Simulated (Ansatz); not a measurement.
An Ansatz (a program for electronic structure) input for polar orthorhombic HfO2 with Ge, 48 sites:

Ansatz 0.2 input:
```yaml
crystal:
  lattice:
    - [10.587741, 0.0, 0.0]
    - [0.0, 10.138161, 0.0]
    - [0.0, 0.0, 5.1012173]
  atoms:
    - { symbol: Ge, position: [0.276115849, 0.382755344, 0.277333485] }
    - { symbol: Hf, position: [0.265448248, 0.869946869, 0.267787957] }
    - { symbol: Hf, position: [0.76375517, 0.367085558, 0.266597597] }
    - { symbol: Hf, position: [0.768373097, 0.867821428, 0.263704794] }
    - { symbol: Hf, position: [0.483573641, 0.36843727, 0.776465829] }
    - { symbol: Hf, position: [0.482090791, 0.867818248, 0.768744889] }
    - { symbol: Hf, position: [0.97780331, 0.371826911, 0.761069063] }
    - { symbol: Hf, position: [0.98779432, 0.869749501, 0.760848498] }
    - { symbol: Hf, position: [0.234180414, 0.138240574, 0.752481541] }
    - { symbol: Hf, position: [0.234857978, 0.630913762, 0.765769249] }
    - { symbol: Hf, position: [0.73356702, 0.129294417, 0.76745932] }
    - { symbol: Hf, position: [0.732244913, 0.63423538, 0.768057424] }
    - { symbol: Hf, position: [0.020376519, 0.134676589, 0.247705358] }
    - { symbol: Hf, position: [0.016664859, 0.629084648, 0.270683537] }
    - { symbol: Hf, position: [0.514431604, 0.131947109, 0.279129248] }
    - { symbol: Hf, position: [0.516211645, 0.635145276, 0.270800326] }
    - { symbol: O, position: [0.428496983, 0.4722575, 0.122320593] }
    - { symbol: O, position: [0.430645665, 0.97322928, 0.109680931] }
    - { symbol: O, position: [0.929451787, 0.470060805, 0.112012147] }
    - { symbol: O, position: [0.93164238, 0.971293565, 0.102012607] }
    - { symbol: O, position: [0.319245675, 0.466184692, 0.598669862] }
    - { symbol: O, position: [0.320641606, 0.968424383, 0.608077417] }
    - { symbol: O, position: [0.816287723, 0.473008255, 0.606917054] }
    - { symbol: O, position: [0.822963242, 0.969484206, 0.610282121] }
    - { symbol: O, position: [0.075219615, 0.030866238, 0.590733211] }
    - { symbol: O, position: [0.06967998, 0.533211829, 0.620081826] }
    - { symbol: O, position: [0.572153915, 0.026588395, 0.61360233] }
    - { symbol: O, position: [0.566778385, 0.53113171, 0.616611939] }
    - { symbol: O, position: [0.181308269, 0.024997363, 0.094111573] }
    - { symbol: O, position: [0.183953049, 0.514018021, 0.117401834] }
    - { symbol: O, position: [0.681382201, 0.030916397, 0.116312761] }
    - { symbol: O, position: [0.677681107, 0.529345786, 0.110024992] }
    - { symbol: O, position: [0.15587128, 0.271442281, 0.449632891] }
    - { symbol: O, position: [0.140911339, 0.76474584, 0.514029397] }
    - { symbol: O, position: [0.641650931, 0.264556123, 0.517177] }
    - { symbol: O, position: [0.639638385, 0.76546638, 0.511396792] }
    - { symbol: O, position: [0.092590186, 0.244396551, -0.056620997] }
    - { symbol: O, position: [0.111504014, 0.755422244, 0.012000801] }
    - { symbol: O, position: [0.603000814, 0.262492899, 0.017887005] }
    - { symbol: O, position: [0.611112102, 0.766930427, 0.013417265] }
    - { symbol: O, position: [0.343698949, 0.251296131, 0.042116763] }
    - { symbol: O, position: [0.360684209, 0.734633553, 0.018189451] }
    - { symbol: O, position: [0.851904809, 0.239439694, 0.004837645] }
    - { symbol: O, position: [0.861324922, 0.735207384, 0.008797207] }
    - { symbol: O, position: [0.397140318, 0.225294278, 0.549534028] }
    - { symbol: O, position: [0.387976887, 0.731393101, 0.519459483] }
    - { symbol: O, position: [0.89428831, 0.237286242, 0.500290681] }
    - { symbol: O, position: [0.891681536, 0.735999491, 0.508363279] }
basis:
  ecutwfc: 420
  ecutrho_ratio: 4
  xc_grid: 2
kpoints:
  mp_grid: { grid: [2, 2, 4] }
hamiltonian:
  xc: pbe
  dispersion: none
  pseudopotentials: { kind: paw }
scf:
  n_extra_bands: 36
  occupations: { method: fermi_dirac, width: 0.01 }
output:
  forces: true
  stress: true
  eigenstates: { kpoints: [[0, 0, 0]], e_range: [-4.0, 6.0], localisation: true }
relax:
  f_tol: 0.03
  max_steps: 100
  cell: { stress_tol: 0.15 }
```

Calculation: PBE (plane waves to 420 eV, PAW; Ansatz). Scalar-relativistic, without spin–orbit coupling. Its k-point mesh 2×2×4, Fermi–Dirac width 0.01 eV.

Task: What does the end of the output print (band table and long remarks left out, numbers rounded to eight decimals)?

Result: 
```
SCF converged after 4 iterations
Free energy (F): -258352.924696 eV
Harris-Foulkes:  -258352.924696 eV  (|F-HF|=4.66e-9)
Internal energy: -258352.924696 eV  (E = F + TS)
E sigma→0 (E₀):  -258352.924696 eV
Fermi energy:    15.876917 eV
--- Per-component energies (eV) ---
  E_band       = -106.618593
  E_kinetic    = 12025.645958
  E_local      = -93653.697666  (includes V_loc(G=0)·N_el)
  E_nonlocal   = -16686.049983
  E_hartree    = 42679.264386
  E_xc         = -6933.572427
  E_vxc        = -7066.814034  (∫ρ·V_xc dr)
  E_paw        = -110989.746755  (= ΣΔE_a)
  E_vpaw       = 19915.685734  (= ΣTr[D̂ρ^β])
  E_aug_tail   = 0.079393  (compensation charges beyond the density's cutoff)
  E_ewald      = -84794.847603
  E_smearing   = 0.000000  (= −TS)
  E_closure    = 0.000000  (closes the sum)
  Σ components = -258352.924696   (vs F -258352.924696, Δ=0.00e0)
--- Forces (eV/Å), atoms counted from 1 ---
  atom   1  Ge     0.00067638     0.00440420     0.00892499
  atom   2  Hf     0.00033855     0.00249865     0.00083733
  atom   3  Hf     0.00703419     0.00657275     0.00016471
  atom   4  Hf     0.00641366    -0.00008784     0.00304512
  atom   5  Hf    -0.00952953     0.00588747    -0.00282631
  atom   6  Hf    -0.00780362     0.00089942     0.00102716
  atom   7  Hf     0.00616195     0.01096480     0.00260303
  atom   8  Hf     0.01110308    -0.00381138     0.00023666
  atom   9  Hf     0.00230517    -0.00420660     0.00614707
  atom  10  Hf    -0.00108527    -0.01366312    -0.00001976
  atom  11  Hf     0.00096807     0.00083434    -0.00280725
  atom  12  Hf     0.00563253    -0.00280899    -0.00059076
  atom  13  Hf     0.01339150     0.00029032     0.00141167
  atom  14  Hf     0.01442794    -0.00716399    -0.00236901
  atom  15  Hf    -0.01084578    -0.00194920     0.00075972
  atom  16  Hf    -0.00813910    -0.00205235     0.00053697
  atom  17  O     -0.00092566    -0.00045562    -0.00123115
  atom  18  O      0.00290993     0.00199649    -0.00033466
  atom  19  O     -0.00227426    -0.00560172     0.00017716
  atom  20  O     -0.00435927     0.00070235     0.00303611
  atom  21  O      0.00513481    -0.00119885     0.00170601
  atom  22  O      0.00094943    -0.00491396    -0.00019163
  atom  23  O     -0.00325290    -0.00021285    -0.00198630
  atom  24  O     -0.00224013     0.00076638     0.00000747
  atom  25  O     -0.00508229    -0.00079880    -0.00288788
  atom  26  O     -0.00315496    -0.00311329    -0.00282575
  atom  27  O      0.00385484     0.00357520    -0.00249601
  atom  28  O      0.00066324     0.00149009     0.00316291
  atom  29  O     -0.00438427     0.00390068    -0.00062504
  atom  30  O     -0.00601948     0.00343826     0.00017040
  atom  31  O      0.00055373    -0.00381914     0.00159369
  atom  32  O     -0.00067115    -0.00285216     0.00120318
  atom  33  O     -0.00549621     0.00039627    -0.00182299
  atom  34  O     -0.00760326     0.00131139    -0.00211431
  atom  35  O      0.00003893    -0.00163171    -0.00064212
  atom  36  O      0.00090165    -0.00044247    -0.00143685
  atom  37  O     -0.00202044    -0.00075272     0.00170576
  atom  38  O     -0.00490504     0.00290497    -0.00078983
  atom  39  O      0.00426742    -0.00194270     0.00315208
  atom  40  O      0.00375772    -0.00078263    -0.00110228
  atom  41  O      0.00626324     0.00055319    -0.00589062
  atom  42  O      0.00569908     0.00112669    -0.00129818
  atom  43  O     -0.00238500     0.00085728    -0.00027364
  atom  44  O     -0.00373118     0.00238919    -0.00106392
  atom  45  O      0.00142118     0.00085137    -0.00225719
  atom  46  O      0.00490656     0.00392992    -0.00033999
  atom  47  O     -0.00686241    -0.00159373    -0.00235665
  atom  48  O     -0.00703663     0.00332861     0.00092568
  max |Σ_I F_I| component: 4.52e-5 eV/Å
--- Stress (GPa, compression-positive) ---
       -0.001334      -0.003548       0.014283
       -0.003548      -0.006526       0.000720
        0.014283       0.000720      -0.031892
  P = ⅓ Tr σ = -0.0133 GPa (-0.133 kbar)
--- Relaxed structure (8 steps of the walk, 8 accepted, 2 SCFs on fresh bases) ---
  F+E_penalty+E_count = -258352.92469587 eV   max|allowed force component| = 1.443e-2 eV/Å   (the final SCF, on the basis selected at the relaxed cell)
  cell:  # Å, volume = 549.6533 Å³
    - [10.67501227, -0.01164538, 0.11246031]
    - [-0.01115089, 10.10783119, 0.04063136]
    - [0.05418384, 0.02044448, 5.09470106]
  atoms:
    - { symbol: Ge, position: [0.27577752, 0.38385400, 0.27513749] }
    - { symbol: Hf, position: [0.26524800, 0.87249846, 0.26753682] }
    - { symbol: Hf, position: [0.76271968, 0.36770376, 0.26687566] }
    - { symbol: Hf, position: [0.76918352, 0.86794229, 0.26346228] }
    - { symbol: Hf, position: [0.48265745, 0.36647574, 0.77699738] }
    - { symbol: Hf, position: [0.48210135, 0.86571507, 0.76637952] }
    - { symbol: Hf, position: [0.97768882, 0.37064565, 0.75784695] }
    - { symbol: Hf, position: [0.98848239, 0.86760255, 0.75795155] }
    - { symbol: Hf, position: [0.23479000, 0.14081347, 0.75047090] }
    - { symbol: Hf, position: [0.23584354, 0.63074490, 0.76550586] }
    - { symbol: Hf, position: [0.73561088, 0.13005013, 0.76649531] }
    - { symbol: Hf, position: [0.73302910, 0.63531802, 0.76549766] }
    - { symbol: Hf, position: [0.01906250, 0.13313678, 0.24912937] }
    - { symbol: Hf, position: [0.01652554, 0.62716543, 0.26913188] }
    - { symbol: Hf, position: [0.51657594, 0.12821035, 0.28370758] }
    - { symbol: Hf, position: [0.51592544, 0.63354146, 0.27138148] }
    - { symbol: O, position: [0.42696466, 0.47359991, 0.11700018] }
    - { symbol: O, position: [0.43133242, 0.97410751, 0.10762761] }
    - { symbol: O, position: [0.93002340, 0.46826194, 0.11174500] }
    - { symbol: O, position: [0.93292439, 0.97009694, 0.10165394] }
    - { symbol: O, position: [0.31875699, 0.46597750, 0.59335210] }
    - { symbol: O, position: [0.32351842, 0.97020084, 0.60638517] }
    - { symbol: O, position: [0.81665892, 0.47234495, 0.60759499] }
    - { symbol: O, position: [0.82420981, 0.96844125, 0.61089116] }
    - { symbol: O, position: [0.07689546, 0.03061619, 0.58985597] }
    - { symbol: O, position: [0.07058711, 0.53310327, 0.61914848] }
    - { symbol: O, position: [0.57506777, 0.02655088, 0.61788440] }
    - { symbol: O, position: [0.56717721, 0.53154275, 0.61902921] }
    - { symbol: O, position: [0.18175805, 0.02607051, 0.09129785] }
    - { symbol: O, position: [0.18371453, 0.51520565, 0.11671961] }
    - { symbol: O, position: [0.68302786, 0.03102810, 0.12021394] }
    - { symbol: O, position: [0.67801471, 0.52983947, 0.11194693] }
    - { symbol: O, position: [0.15520506, 0.27297633, 0.44878417] }
    - { symbol: O, position: [0.14056796, 0.76543735, 0.51431153] }
    - { symbol: O, position: [0.64111477, 0.26604448, 0.52272088] }
    - { symbol: O, position: [0.63867320, 0.76672521, 0.51257146] }
    - { symbol: O, position: [0.09188143, 0.24627866, -0.05238805] }
    - { symbol: O, position: [0.11040971, 0.75662360, 0.01169173] }
    - { symbol: O, position: [0.60199255, 0.26279723, 0.02243793] }
    - { symbol: O, position: [0.61024902, 0.76760662, 0.01458996] }
    - { symbol: O, position: [0.34006850, 0.25461239, 0.03627657] }
    - { symbol: O, position: [0.35895578, 0.73555348, 0.01892165] }
    - { symbol: O, position: [0.85084909, 0.23808368, 0.00884681] }
    - { symbol: O, position: [0.86043984, 0.73362939, 0.00944723] }
    - { symbol: O, position: [0.39692723, 0.22617577, 0.54502060] }
    - { symbol: O, position: [0.38737042, 0.73078037, 0.52037021] }
    - { symbol: O, position: [0.89253851, 0.23429084, 0.50514737] }
    - { symbol: O, position: [0.89090349, 0.73397882, 0.50939570] }
```

Cost: very roughly 40 core-minutes.
